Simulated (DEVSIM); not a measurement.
Device: abrupt Ge n-p junction, at 300 K.

```
layer (left to right)  material  thickness (μm)  Nd (cm⁻³)  Na (cm⁻³)  τn (s)  τp (s)
---------------------  --------  --------------  ---------  ---------  ------  ------
1                            Ge           0.560     9.4e16          -    7e-7    7e-7
2                            Ge            12.0          -     1.1e14    7e-6    7e-7
```

Left contact: ohmic. Right contact: ohmic. Voltage is applied to the left contact. Recombination: SRH at mid-gap, Auger. Mobility is μmin + (μ − μmin)/(1 + (N/Nref)^α).

Constants are typed, rounded textbook-type inputs, not results; the design itself was drawn at random and stands for no fabricated device. Values at 300 K.

```tsv
parameter	Ge
gap (eV)	0.664
affinity (eV)	4
permittivity	16
Nc (cm⁻³)	1.04e19
Nv (cm⁻³)	6e18
μn (cm²/Vs)	3900
μp (cm²/Vs)	1900
μn,min	150
μp,min	100
Nref,n	2.6e17
Nref,p	4e17
αn	0.56
αp	0.6
Cn (cm⁶/s)	1e-31
Cp (cm⁶/s)	1e-31
```

Model (solved in DEVSIM): 1D drift-diffusion, Boltzmann statistics, complete ionisation; no tunnelling, impact ionisation, image-force lowering or self-heating.

Question: Tabulate band edges, carrier densities and field at -0.65 V on the left contact.

Answer: Energies count from the Fermi level of the right contact; mesh points crowd at the junctions.

```json
[
 {"x (μm)": "0.000", "Ec (eV)": "0.772", "Ev (eV)": "0.108", "n (cm⁻³)": "9.4e16", "p (cm⁻³)": "4.6e9", "field (V/cm)": "-19"},
 {"x (μm)": "0.02517", "Ec (eV)": "0.772", "Ev (eV)": "0.108", "n (cm⁻³)": "9.4e16", "p (cm⁻³)": "5.2e13", "field (V/cm)": "-19"},
 {"x (μm)": "0.07069", "Ec (eV)": "0.772", "Ev (eV)": "0.108", "n (cm⁻³)": "9.4e16", "p (cm⁻³)": "1.4e14", "field (V/cm)": "-19"},
 {"x (μm)": "0.1634", "Ec (eV)": "0.771", "Ev (eV)": "0.107", "n (cm⁻³)": "9.4e16", "p (cm⁻³)": "3.3e14", "field (V/cm)": "-19"},
 {"x (μm)": "0.3753", "Ec (eV)": "0.771", "Ev (eV)": "0.107", "n (cm⁻³)": "9.5e16", "p (cm⁻³)": "7.6e14", "field (V/cm)": "-19"},
 {"x (μm)": "0.4784", "Ec (eV)": "0.771", "Ev (eV)": "0.107", "n (cm⁻³)": "9.5e16", "p (cm⁻³)": "9.7e14", "field (V/cm)": "62"},
 {"x (μm)": "0.5290", "Ec (eV)": "0.774", "Ev (eV)": "0.110", "n (cm⁻³)": "8.4e16", "p (cm⁻³)": "1.2e15", "field (V/cm)": "2000"},
 {"x (μm)": "0.5631", "Ec (eV)": "0.795", "Ev (eV)": "0.131", "n (cm⁻³)": "3.6e16", "p (cm⁻³)": "2.9e15", "field (V/cm)": "10000"},
 {"x (μm)": "0.5902", "Ec (eV)": "0.814", "Ev (eV)": "0.150", "n (cm⁻³)": "1.8e16", "p (cm⁻³)": "6.0e15", "field (V/cm)": "4300"},
 {"x (μm)": "0.6489", "Ec (eV)": "0.825", "Ev (eV)": "0.161", "n (cm⁻³)": "1.1e16", "p (cm⁻³)": "9.4e15", "field (V/cm)": "670"},
 {"x (μm)": "0.7614", "Ec (eV)": "0.827", "Ev (eV)": "0.163", "n (cm⁻³)": "1.0e16", "p (cm⁻³)": "1.0e16", "field (V/cm)": "-34"},
 {"x (μm)": "1.134", "Ec (eV)": "0.825", "Ev (eV)": "0.161", "n (cm⁻³)": "9.8e15", "p (cm⁻³)": "9.9e15", "field (V/cm)": "-62"},
 {"x (μm)": "1.730", "Ec (eV)": "0.821", "Ev (eV)": "0.157", "n (cm⁻³)": "9.3e15", "p (cm⁻³)": "9.4e15", "field (V/cm)": "-65"},
 {"x (μm)": "3.018", "Ec (eV)": "0.812", "Ev (eV)": "0.148", "n (cm⁻³)": "8.1e15", "p (cm⁻³)": "8.2e15", "field (V/cm)": "-74"},
 {"x (μm)": "6.800", "Ec (eV)": "0.776", "Ev (eV)": "0.112", "n (cm⁻³)": "4.8e15", "p (cm⁻³)": "4.9e15", "field (V/cm)": "-130"},
 {"x (μm)": "9.802", "Ec (eV)": "0.720", "Ev (eV)": "0.056", "n (cm⁻³)": "2.1e15", "p (cm⁻³)": "2.2e15", "field (V/cm)": "-290"},
 {"x (μm)": "11.19", "Ec (eV)": "0.658", "Ev (eV)": "-0.006", "n (cm⁻³)": "8.2e14", "p (cm⁻³)": "8.5e14", "field (V/cm)": "-760"},
 {"x (μm)": "11.91", "Ec (eV)": "0.566", "Ev (eV)": "-0.098", "n (cm⁻³)": "3.7e14", "p (cm⁻³)": "2.5e14", "field (V/cm)": "-2000"},
 {"x (μm)": "12.32", "Ec (eV)": "0.462", "Ev (eV)": "-0.202", "n (cm⁻³)": "2.5e14", "p (cm⁻³)": "1.4e14", "field (V/cm)": "-3100"},
 {"x (μm)": "12.46", "Ec (eV)": "0.418", "Ev (eV)": "-0.246", "n (cm⁻³)": "1.8e14", "p (cm⁻³)": "1.2e14", "field (V/cm)": "-3400"},
 {"x (μm)": "12.52", "Ec (eV)": "0.396", "Ev (eV)": "-0.268", "n (cm⁻³)": "9.6e13", "p (cm⁻³)": "1.2e14", "field (V/cm)": "-3500"},
 {"x (μm)": "12.56", "Ec (eV)": "0.383", "Ev (eV)": "-0.281", "n (cm⁻³)": "3.8e12", "p (cm⁻³)": "1.1e14", "field (V/cm)": "-3500"}
]
```
